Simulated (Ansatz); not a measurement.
The parent structure is Re in the hcp (Mg type) structure (space group P6_3/mmc, No. 194; a = 2.758 Å, c = 4.463 Å).

Structures relaxed with plane-wave PAW DFT at the r2SCAN level (Ansatz, a quantum-chemistry and plane-wave program, 500 eV), no spin-orbit coupling.

Base:

Simulated powder pattern, Cu Kα, λ = 1.54184 Å (kinematic, ideal powder, no thermal factors, no anomalous dispersion; the 8 strongest lines at most, above 2 %, up to 2θ = 90°):

| 2θ (°) | I/Imax (%) | hkl |
|---|---|---|
| 37.66 | 24 | (100) |
| 40.42 | 26 | (002) |
| 42.95 | 100 | (101) |
| 56.43 | 15 | (102) |
| 67.98 | 18 | (110) |
| 75.26 | 20 | (103) |
| 82.17 | 22 | (112) |
| 83.87 | 15 | (201) |

After one change:

Simulated powder pattern, Cu Kα, λ = 1.54184 Å (kinematic, ideal powder, no thermal factors, no anomalous dispersion; the 8 strongest lines at most, above 2 %, up to 2θ = 90°):

```
2θ (°)  I/Imax (%)
------  ----------
39.02           24
41.93           26
44.53          100
58.61           15
70.68           18
78.41           20
85.71           22
87.49           16
```

Task: Name the change that was made.
(A) pressure 100 GPa
(B) pressure 15 GPa
(C) pressure 3 GPa
(D) pressure 50 GPa

Result: D, pressure 50 GPa. Its volume per atom is 13.26 Å³ against 14.70 Å³, and its space group is P6_3/mmc (No. 194).

Load acts through the strain it causes; cell and atoms are relaxed under it. Stability against distortions was not tested. Competing high-pressure phases were not computed. All final runs are without spin polarisation.
